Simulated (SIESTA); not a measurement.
## Convergence study of shifted k-point meshes for CuAu (P4mm, 2 atoms in the cell)

```
CuAu
1.0
    2.81400     0.00000     0.00000
    0.00000     2.81400     0.00000
    0.00000     0.00000     3.68835
Cu Au
1 1
Cartesian
  0.00000   0.00000   0.05000
  1.40700   1.40700   1.84417
```

Method of the run: GGA PBEsol, numerical atomic orbitals DZP, PseudoDojo PBEsol standard norm-conserving potentials (rewritten from UPF to PSML) (SIESTA).

Base settings: XC.functional = GGA; XC.authors = PBEsol; potentials = PseudoDojo PBEsol standard; PAO.BasisSize = DZP; PAO.EnergyShift = 0.005 Ry; MeshCutoff = 350 Ry; kgrid.MonkhorstPack = 5 5 4; OccupationFunction = FD; ElectronicTemperature = 1160.45 K; MaxSCFIterations = 150.

Only quantities that move along the ladder and can be compared are tabulated.

The starting cell has typed, rounded lattice constants, without a prior relaxation at this level. Its lattice was rescaled by up to half a per cent. One atom was moved a little off its site on purpose. Spin polarisation is off. Values carry the incompleteness of an atom-centred basis. In the base run, with a pressure of about -5 GPa the cell is away from its equilibrium volume at this level. Without a gap this mesh is coarse (it stands for a supercell whose shortest vector is 14 Å).

```tsv
kgrid.MonkhorstPack	free energy less the last step's (meV/atom)	pressure (GPa)	largest difference of a force vector from the last step's (eV/Å)
2 2 2 shifted by 0.5 0.5 0.5	-992.54	-16.93	0.054
3 3 2 shifted by 0.5 0.5 0.5	437.13	-1.54	0.014
3 3 3 shifted by 0.5 0.5 0.5	249.45	-1.44	0.011
4 4 3 shifted by 0.5 0.5 0.5	-54.65	-5.27	0.073
5 5 4 shifted by 0.5 0.5 0.5	70.55	-3.92	0.003
6 6 4 shifted by 0.5 0.5 0.5	-6.12	-4.80	0.002
6 6 5 shifted by 0.5 0.5 0.5	-23.62	-5.36	0.008
7 7 5 shifted by 0.5 0.5 0.5	7.93	-4.84	0.001
7 7 6 shifted by 0.5 0.5 0.5	18.15	-4.73	0.002
8 8 6 shifted by 0.5 0.5 0.5	-2.58	-5.10	0.005
9 9 7 shifted by 0.5 0.5 0.5	5.09	-4.58	0.006
11 11 9 shifted by 0.5 0.5 0.5	1.95	-4.61	0.003
14 14 11 shifted by 0.5 0.5 0.5	0.62	-4.96	0.001
17 17 13 shifted by 0.5 0.5 0.5	-0.63	-4.83	0.000
20 20 16 shifted by 0.5 0.5 0.5	0.26	-4.86	0.000
25 25 19 shifted by 0.5 0.5 0.5	0.00	-4.85	0.000
28 28 21 shifted by 0.5 0.5 0.5	0.00	-4.84	0.000
```

Coarsest kgrid.MonkhorstPack that holds the forces within 0.005 eV/Å of the last step, with all finer ones: 11 11 9 shifted by 0.5 0.5 0.5; the step before is off by 0.006 eV/Å.

Coarsest kgrid.MonkhorstPack that holds the pressure within 1 GPa of the last step, with all finer ones: 4 4 3 shifted by 0.5 0.5 0.5; the step before is off by 3.4 GPa.

Coarsest kgrid.MonkhorstPack that holds the free energy within 0.5 meV/atom of the last step, with all finer ones: 20 20 16 shifted by 0.5 0.5 0.5; the step before is off by 0.63 meV/atom.

Two neighbours can agree and both be off: 3 3 2 shifted by 0.5 0.5 0.5 and 3 3 3 shifted by 0.5 0.5 0.5 differ by 0.10 GPa in the pressure, yet lie about 3.4 GPa from the last step.
